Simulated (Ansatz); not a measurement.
Results of LDA in Ansatz (PAW) for Na₃OBr (Pm-3m, No. 221, 5 atoms in the cell; start mp-985586).

Numerical settings: plane-wave cutoff 520 eV, 8×8×8 k mesh, Fermi–Dirac smearing 0.01 eV, scalar-relativistic PAW data made under PBE.

Cell (relaxed with PBEsol):

```cif
data_BrNa3O
_chemical_formula_sum 'Na3 Br1 O1'
_space_group_name_H-M_alt 'Pm-3m'
_space_group_IT_number 221
_space_group_name_Hall '-P 4 2 3'
_cell_length_a 4.54255
_cell_length_b 4.54255
_cell_length_c 4.54255
_cell_angle_alpha 90.000
_cell_angle_beta 90.000
_cell_angle_gamma 90.000
loop_
_atom_site_label
_atom_site_type_symbol
_atom_site_symmetry_multiplicity
_atom_site_Wyckoff_symbol
_atom_site_fract_x
_atom_site_fract_y
_atom_site_fract_z
_atom_site_occupancy
Na1 Na 3 c 0.00000 0.50000 0.50000 1
Br1 Br 1 a 0.00000 0.00000 0.00000 1
O1 O 1 b 0.50000 0.50000 0.50000 1
```

**Question.** Estimate the band gap that the calculation returns.

**Answer.** 
- band gap = 1.86 eV (direct)

Note: cell and atoms aren't relaxed at this level (pressure -2.3 GPa).

Spin–orbit coupling is not included.

The computed numbers hold no vibrational or temperature effects.

A start named mp-… is a Materials Project structure, which need not be a measured phase.

Ansatz is a quantum-chemistry and plane-wave program.
